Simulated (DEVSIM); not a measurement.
System: Schottky contact on n-type Si, at 300 K.

| layer (left to right) | material | thickness (μm) | Nd (cm⁻³) | τn (s) | τp (s) |
|---|---|---|---|---|---|
| 1 | Si | 0.870 | 2e17 | 5.2e-6 | 5.2e-6 |

Left contact: Schottky, work function 4.62 eV, emission velocity 2.6e6 cm/s. Right contact: ohmic. Voltage is applied to the left contact. Recombination: SRH at mid-gap, Auger. Gap narrowing is on: ΔEg = 6.92 meV × (l + √(l² + 0.5)), l = ln(N/1.3e17 cm⁻³), shared equally by both band edges. Mobility is μmin + (μ − μmin)/(1 + (N/Nref)^α).

This is a model device: material constants are rounded textbook-type values typed into the input, and sizes, dopings and lifetimes were drawn at random. Values at 300 K.

```
parameter           Si
-------------  -------
gap (eV)         1.124
affinity (eV)     4.05
permittivity      11.7
Nc (cm⁻³)      2.86e19
Nv (cm⁻³)       3.1e19
μn (cm²/Vs)       1417
μp (cm²/Vs)        470
μn,min              52
μp,min              45
Nref,n          9.7e16
Nref,p          2.2e17
αn                0.68
αp                0.72
Cn (cm⁶/s)     2.8e-31
Cp (cm⁶/s)     9.9e-32
```

DEVSIM, 1D drift-diffusion, Boltzmann statistics, complete ionisation; no tunnelling, impact ionisation, image-force lowering or self-heating. Metal contacts follow the ideal Schottky-Mott rule: no Fermi-level pinning, no interface dipoles.

**Question.** Tabulate band edges, carrier densities and field at zero bias.

**Answer.** Energies count from the Fermi level of the right contact; mesh points crowd at the junctions.

| x (μm) | Ec (eV) | Ev (eV) | n (cm⁻³) | p (cm⁻³) | field (V/cm) |
|---|---|---|---|---|---|
| 0.000 | 0.566 | -0.550 | 9.0e9 | 1.8e10 | -160000 |
| 0.007881 | 0.449 | -0.666 | 8.0e11 | 2.0e8 | -140000 |
| 0.01655 | 0.344 | -0.771 | 4.8e13 | 3400000 | -110000 |
| 0.02955 | 0.229 | -0.886 | 4.1e15 | 40000 | -68000 |
| 0.05235 | 0.143 | -0.973 | 1.1e17 | 1400 | -14000 |
| 0.07258 | 0.130 | -0.985 | 1.9e17 | 870 | -1900 |
| 0.1029 | 0.128 | -0.987 | 2.0e17 | 820 | -73 |
| 0.1561 | 0.128 | -0.987 | 2.0e17 | 810 | ≈ 0 |
| 0.2034 | 0.128 | -0.987 | 2.0e17 | 810 | ≈ 0 |
| 0.2742 | 0.128 | -0.987 | 2.0e17 | 810 | ≈ 0 |
| 0.3521 | 0.128 | -0.987 | 2.0e17 | 810 | ≈ 0 |
| 0.4853 | 0.128 | -0.987 | 2.0e17 | 810 | ≈ 0 |
| 0.5822 | 0.128 | -0.987 | 2.0e17 | 810 | ≈ 0 |
| 0.6562 | 0.128 | -0.987 | 2.0e17 | 810 | ≈ 0 |
| 0.7197 | 0.128 | -0.987 | 2.0e17 | 810 | ≈ 0 |
| 0.7612 | 0.128 | -0.987 | 2.0e17 | 810 | ≈ 0 |
| 0.7930 | 0.128 | -0.987 | 2.0e17 | 810 | ≈ 0 |
| 0.8141 | 0.128 | -0.987 | 2.0e17 | 810 | ≈ 0 |
| 0.8379 | 0.128 | -0.987 | 2.0e17 | 810 | ≈ 0 |
| 0.8515 | 0.128 | -0.987 | 2.0e17 | 810 | ≈ 0 |
| 0.8606 | 0.128 | -0.987 | 2.0e17 | 810 | ≈ 0 |
| 0.8700 | 0.128 | -0.987 | 2.0e17 | 810 | ≈ 0 |
